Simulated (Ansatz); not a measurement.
# TiAl3 (space group I4/mmm, No. 139)

```cif
data_Al6Ti2
_chemical_formula_sum 'Al6 Ti2'
_space_group_name_H-M_alt 'I4/mmm'
_space_group_IT_number 139
_space_group_name_Hall '-I 4 2'
_cell_length_a 3.84588
_cell_length_b 3.84588
_cell_length_c 8.61993
_cell_angle_alpha 90.000
_cell_angle_beta 90.000
_cell_angle_gamma 90.000
loop_
_atom_site_label
_atom_site_type_symbol
_atom_site_symmetry_multiplicity
_atom_site_Wyckoff_symbol
_atom_site_fract_x
_atom_site_fract_y
_atom_site_fract_z
_atom_site_occupancy
Al1 Al 2 b 0.00000 0.00000 0.50000 1
Al2 Al 4 d 0.00000 0.50000 0.25000 1
Ti1 Ti 2 a 0.00000 0.00000 0.00000 1
```
(The calculation used a cell of 4 atoms; values per cell refer to that cell.)

Method: Kohn–Sham DFT with the PBE functional, run in Ansatz (a first-principles code) with PAW and 420 eV plane waves, no SOC. k-mesh 17×17×17 (Γ-centred); smearing 0.05 eV (Fermi–Dirac).

```yaml
volume_per_atom: 15.94 Å³
density: 3.36 g/cm³
band_gap: zero
total_energy: -1028.440 eV/atom (σ→0; compares only within this code and set-up)
```

Stability against distortions was not tested. All final runs are without spin polarisation.
